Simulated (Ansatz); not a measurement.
Base system: CsBH$_{4}$ (space group F-43m, No. 216; a cell from a computed database, its experimental status unchecked).

```yaml
crystal:
  lattice:
    - [0.00000, 3.61231, 3.61231]
    - [3.61231, 0.00000, 3.61231]
    - [3.61231, 3.61231, 0.00000]
  atoms:
    - { symbol: Cs, position: [0.00000, 0.00000, 0.00000] }
    - { symbol: B, position: [0.50000, 0.50000, 0.50000] }
    - { symbol: H, position: [0.40127, 0.40127, 0.79620] }
    - { symbol: H, position: [0.40127, 0.79620, 0.40127] }
    - { symbol: H, position: [0.79620, 0.40127, 0.40127] }
    - { symbol: H, position: [0.40127, 0.40127, 0.40127] }
```

Cartesian axes are those of the cell as printed.

The values are results of PBEsol, PAW, 420 eV (Ansatz, a program for electronic structure; scalar-relativistic without spin-orbit coupling), not measurements.

Base values:

| Property | Result |
|---|---|
| Band gap | 5.46 eV |

The change: biaxial strain +3.59 %, plane normal [111], relaxed out of plane (Cartesian); in-plane vectors clamped, the third vector and the atoms free.

### Question
Predict the new out-of-plane strain.

### Answer
The out-of-plane strain is -4.33 %.

### Question
How does this affect the band gap?

### Answer
The band gap stays 5.46 eV.

No phonon test of stability was made.
